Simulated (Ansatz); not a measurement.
BeS: response to strain

Take BeS in the zinc blende structure (space group F-43m, No. 216; a = 4.869 Å) as the base. Axes: x, y, z lie along the cube axes.

Strains are applied to the cell and any free atomic positions relax; under biaxial strain the out-of-plane vector relaxes too.

Calculations: r2SCAN/PAW in Ansatz (a quantum-chemistry and plane-wave program), no spin-orbit coupling.

| biaxial strain, plane normal [001], relaxed out of plane (%) | out-of-plane strain (%) |
|---|---|
| 0 | 0.00 |
| 0.5 | -0.39 |
| 1 | -0.78 |
| 1.5 | ? |
| 2 | -1.58 |
| 2.5 | -1.99 |
| 3 | -2.40 |

Task: Fit ε⊥ = −νε + γε² (strains in %) to the rows shown and predict the withheld row.

Result: Least squares on the printed values gives ν = 0.77 (the biaxial Poisson response) and γ = -0.010 (largest residual 0.00 %); this predicts -1.18 %, and the run gives -1.18 %, in agreement.

No phonon test of stability was made.
